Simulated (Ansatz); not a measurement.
Given:

```xyz
2
Lattice="0.0000 2.8479 2.8479 2.8479 0.0000 2.8479 2.8479 2.8479 0.0000" Properties=species:S:1:pos:R:3 pbc="T T T"
Na     0.0000     0.0000     0.0000
Cl     2.8479     2.8479     2.8479
```

No spin polarisation.

Electron doping at 7.0×10^21 cm⁻³ (0.323 per cell), with a uniform compensating background at fixed cell and a 300 K Fermi–Dirac width.

Computed with PBE (Ansatz, a program for electronic structure), no SOC. Γ-centred 23×23×23 mesh, Fermi–Dirac width 0.0259 eV.

Predict the gap between the host's bands.

4.67 eV.

What is the computed Fermi level relative to the doped band's edge (positive inside the band; to 0.05 eV)?

+2.05 eV.

Estimate the gap character.

Direct at Γ.

Charged cell with a jellium background: band edges are those of the host's band count, energies are not comparable with the neutral cell, and many-body gap narrowing is missing. Stability against distortions was not tested. The cell was made from NaCl in the rock salt structure (space group Fm-3m, No. 225) by this change: electrons 7.0×10^21 cm⁻³.
